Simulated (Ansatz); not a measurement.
The structure below was relaxed with plane-wave PAW DFT at the PBE level (Ansatz, a quantum-chemistry and plane-wave program, 420 eV), without spin-orbit coupling.

Space group Pmm2 (No. 25); a = 4.1266 Å, b = 8.2690 Å, c = 5.8529 Å, α = β = γ = 90.00°

```csv
atom,site,symmetry,x,y,z
P,1c,mm2,0.5000,0.0000,0.7401
P,2g,m..,0.0000,0.2629,0.2393
P,1d,mm2,0.5000,0.5000,0.7790
In,1a,mm2,0.0000,0.0000,0.9986
In,2h,m..,0.5000,0.2592,0.5003
Ga,1b,mm2,0.0000,0.5000,0.0031
```

**Question.** Write out a cell with all atoms.

**Answer.** 
```xyz
8
Lattice="4.1266 0.0000 0.0000 0.0000 8.2690 0.0000 0.0000 0.0000 5.8529" Properties=species:S:1:pos:R:3 pbc="T T T"
P      2.0633     0.0000     4.3316
P      0.0000     6.0953     1.4005
P      2.0633     4.1345     4.5595
P      0.0000     2.1737     1.4005
In     0.0000     0.0000     5.8445
In     2.0633     6.1254     2.9282
Ga     0.0000     4.1345     0.0183
In     2.0633     2.1435     2.9282
```
This is the conventional cell.

These are small ordered cells, not random alloys; other orderings at the same x differ. Stability against distortions was not tested. The cell was made from GaP by this change: x(In) = 0.75, 8 atoms, Pmm2.
